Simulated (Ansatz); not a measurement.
Levels about the gap of amorphous Si24O50Ti (75 atoms in a cell of 1127 Å³, 2.24 g/cm³; zone centre alone, so wide bands show as single levels with stretches between that a denser mesh fills), at the geometry that PBE relaxed, where it gives 0.3 GPa on a denser mesh. Exact exchange is cut at the faces of this small cell, which leaves a finite-size error. The participation number counts the atoms over which a state spreads; weights are charges in smoothed Voronoi cells. The levels come from a single point, so bond lengths are those of that geometry. Method of the levels: HSE06, scalar-relativistic without spin-orbit coupling (Ansatz, a first-principles code). Sampling: the zone centre alone; Fermi-Dirac width 0.02 eV; no spin polarisation. At PBE the levels at both edges of the gap are localised (band-tail or defect states), and the nearest spread-out levels lie 5.0 eV apart at the zone centre.

A CHGNet melt-quench gave the starting glass, which DFT then relaxed. O atoms were pushed apart under 1.9 Å during the dynamics, to hinder bonds among them. The hot cell started wider than the set density and was brought back towards it in steps. It is the lowest in DFT energy of 2 quenches. It is a model cell: composition and starting density were chosen by hand, and all elements were melted together. No dispersion term was used. Its density started from a set value of 2.24 and ended at 2.24 g/cm³. Cooling (nominally 400 K/ps over its main leg) ran many orders faster than in experiment, which tends to leave more defects and strain. A cell of this size samples the disorder only roughly. The volume was held where the preparation left it and the shape relaxed, at a PBE pressure of 0.3 GPa.

```json
[
 {"E - E(highest filled), eV": "-0.98", "filling": "filled", "participation number": "11.4", "largest on": "O, 2 neighbours", "weight O": "0.96", "weight Ti": "0.00", "weight Si": "0.04"},
 {"E - E(highest filled), eV": "-0.94", "filling": "filled", "participation number": "12.7", "largest on": "O, 2 neighbours", "weight O": "0.95", "weight Ti": "0.00", "weight Si": "0.05"},
 {"E - E(highest filled), eV": "-0.87", "filling": "filled", "participation number": "9.3", "largest on": "O, 2 neighbours", "weight O": "0.95", "weight Ti": "0.00", "weight Si": "0.04"},
 {"E - E(highest filled), eV": "-0.63", "filling": "filled", "participation number": "6.5", "largest on": "O, 2 neighbours", "weight O": "0.95", "weight Ti": "0.00", "weight Si": "0.05"},
 {"E - E(highest filled), eV": "-0.38", "filling": "filled", "participation number": "5.5", "largest on": "O, 2 neighbours", "weight O": "0.95", "weight Ti": "0.00", "weight Si": "0.05"},
 {"E - E(highest filled), eV": "-0.23", "filling": "filled", "participation number": "5.6", "largest on": "O, 2 neighbours", "weight O": "0.94", "weight Ti": "0.00", "weight Si": "0.06"},
 {"E - E(highest filled), eV": "0.00", "filling": "filled", "participation number": "5.3", "largest on": "O, 2 neighbours", "weight O": "0.95", "weight Ti": "0.00", "weight Si": "0.05"},
 {"E - E(highest filled), eV": "4.90", "filling": "empty", "participation number": "1.7", "largest on": "Ti, 4 neighbours", "weight O": "0.20", "weight Ti": "0.76", "weight Si": "0.03"},
 {"E - E(highest filled), eV": "5.14", "filling": "empty", "participation number": "1.8", "largest on": "Ti, 4 neighbours", "weight O": "0.23", "weight Ti": "0.74", "weight Si": "0.03"},
 {"E - E(highest filled), eV": "5.64", "filling": "empty", "participation number": "40.6", "largest on": "Si, 4 neighbours", "weight O": "0.66", "weight Ti": "0.03", "weight Si": "0.31"},
 {"E - E(highest filled), eV": "5.81", "filling": "empty", "participation number": "2.1", "largest on": "Ti, 4 neighbours", "weight O": "0.26", "weight Ti": "0.69", "weight Si": "0.06"},
 {"E - E(highest filled), eV": "6.15", "filling": "empty", "participation number": "2.2", "largest on": "Ti, 4 neighbours", "weight O": "0.30", "weight Ti": "0.66", "weight Si": "0.04"},
 {"E - E(highest filled), eV": "6.33", "filling": "empty", "participation number": "2.5", "largest on": "Ti, 4 neighbours", "weight O": "0.32", "weight Ti": "0.62", "weight Si": "0.06"},
 {"E - E(highest filled), eV": "6.98", "filling": "empty", "participation number": "25.5", "largest on": "Si, 4 neighbours", "weight O": "0.59", "weight Ti": "0.03", "weight Si": "0.39"}
]
```

Most localised among these is the empty level at +4.90 eV, on a Ti atom, which has 4 neighbours (O 1.76 Å, O 1.81 Å, O 1.84 Å, O 1.85 Å).
